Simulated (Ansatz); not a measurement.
The parent structure is Cu in the fcc (Cu type) structure (space group Fm-3m, No. 225; a = 3.5790 Å; relaxed with 0.1 eV smearing). Axes: x, y, z lie along the cube axes.

Structures relaxed with Kohn–Sham DFT with the r2SCAN functional, run in Ansatz (a quantum-chemistry and plane-wave program) with PAW and 500 eV plane waves, without spin-orbit coupling, earlier PAW set.

Base:

Simulated powder pattern, Cu Kα, λ = 1.54184 Å (kinematic, ideal powder, no thermal factors, no anomalous dispersion; the 14 strongest lines at most, above 2 %, up to 2θ = 90°):

```json
[
 {"2θ (°)": "43.81", "I/Imax (%)": "100", "hkl": "(111)"},
 {"2θ (°)": "51.04", "I/Imax (%)": "47", "hkl": "(200)"},
 {"2θ (°)": "75.07", "I/Imax (%)": "26", "hkl": "(220)"}
]
```

After one change:

Simulated powder pattern, Cu Kα, λ = 1.54184 Å (kinematic, ideal powder, no thermal factors, no anomalous dispersion; the 14 strongest lines at most, above 2 %, up to 2θ = 90°):

```json
[
 {"2θ (°)": "43.86", "I/Imax (%)": "100"},
 {"2θ (°)": "50.65", "I/Imax (%)": "16"},
 {"2θ (°)": "51.31", "I/Imax (%)": "31"},
 {"2θ (°)": "74.98", "I/Imax (%)": "18"},
 {"2θ (°)": "75.51", "I/Imax (%)": "8.7"}
]
```

Name the change that was made.
(A) isotropic strain +2.57 %
(B) biaxial strain −0.50 %, plane normal [001], relaxed out of plane
(C) uniaxial stress, 2 GPa compression along z
(D) biaxial strain +4.40 %, plane normal [110], relaxed out of plane

B, biaxial strain −0.50 %, plane normal [001], relaxed out of plane. Its volume per atom is 11.43 Å³ against 11.46 Å³, and its space group is I4/mmm (No. 139).

A biaxial case was relaxed in a doubled cell and then solved in the primitive one. Beyond what the load breaks, stability against distortions was not tested. All final runs are without spin polarisation.
